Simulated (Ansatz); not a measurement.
**PBE against r2SCAN: GaN, Ga → Al**

Consider GaN in the wurtzite structure (space group P6_3mc, No. 186; a = 3.219 Å, c = 5.244 Å).

(Cell as relaxed with PBE.)

Levels (all Ansatz, a first-principles code, PAW, earlier PAW set): PBE (420 eV, no spin-orbit coupling); r2SCAN (500 eV, no SOC).

Each level relaxes its own structure.

| base | PBE | r2SCAN |
|---|---|---|
| volume per atom | 11.76 Å³ | 11.37 Å³ |
| lattice parameter a | 3.219 Å | 3.183 Å |
| band gap | 1.71 eV | 2.35 eV |

It is then changed as follows: Al takes the place of Ga on all its sites; the structure is relaxed again.

| quantity | PBE | r2SCAN |
|---|---|---|
| volume per atom | 10.64 Å³ | 10.40 Å³ |
| band gap | 4.04 eV | 4.87 eV |
| shift of the gap caused by the change | +2.33 eV | +2.52 eV |

PBE's volume per atom lies 0.24 Å³ above r2SCAN's (2.3 %); PBE's band gap lies 0.83 eV below r2SCAN's; PBE's shift of the gap caused by the change lies 0.19 eV below r2SCAN's. Neither level is exact; r2SCAN is the comparison here, not a measurement.

Stability against distortions was not tested.
